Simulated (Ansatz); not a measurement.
The reference is KCl in the rock salt structure (space group Fm-3m, No. 225; a = 6.244 Å). Axes: x, y, z lie along the cube axes.

Level of theory: plane-wave PAW DFT at the PBEsol level (Ansatz, a first-principles code, 420 eV), scalar-relativistic without spin-orbit coupling.

Base values:

- Valence-band top at Γ: 0.00, 0.00, 0.00 eV
- Band gap: 5.10 eV
- Shortest interatomic distance: 3.122 Å
- Electron mass: 0.43 mₑ (at Γ)

It is then changed as follows: strain tensor (xx, yy, zz, yz, xz, xy) = (−0.38, −1.14, +1.42, +0.08, +0.10, −0.18) %, atoms relaxed at fixed cell.

Task: Predict the new valence-band top at Γ.

Result: The valence-band top at Γ (three highest levels, from the VBM) goes from 0.00, 0.00, 0.00 eV to 0.00, -0.01, -0.02 eV.

Task: Predict the new band gap.

Result: The band gap stays essentially unchanged (5.10 eV against 5.09 eV).

Task: What does the calculation give for the shortest interatomic distance after the change?

Result: The shortest interatomic distance falls by 0.036 Å, from 3.122 Å to 3.086 Å.

Task: What does the calculation give for the stress after the change?

Result: The stress (xx, yy, zz, yz, xz, xy; compression positive) comes out as (0.15, 0.47, -0.47, -0.01, -0.01, 0.02) GPa.

Task: What happens to the electron mass?

Result: The electron mass changes from 0.43 mₑ (at Γ) to 0.44 mₑ along x, 0.45 mₑ along y, 0.42 mₑ along z (at Γ).

Effective masses come from finite differences of ±0.01 Å⁻¹. Stability against distortions was not tested.
